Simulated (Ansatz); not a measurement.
Take Sc in the hcp (Mg type) structure (space group P6_3/mmc, No. 194; a = 3.318 Å, c = 5.186 Å; relaxed with 0.1 eV smearing) as the base. Axes: x lies along a and z along c of the hexagonal cell.

Level of theory: PBE/PAW in Ansatz (a program for electronic structure), no spin-orbit coupling.

One thing is altered: biaxial strain −3.00 %, plane normal [001], relaxed out of plane (Cartesian); in-plane vectors clamped, the third vector and the atoms free.

Q: Predict the new in-plane stress and ratio −ε⊥/ε∥.

A: The mean in-plane stress (compression positive) amounts to +3.9 GPa; the ratio −ε⊥/ε∥ comes out as 0.63.

No phonon test of stability was made. The final runs are not spin-polarised.
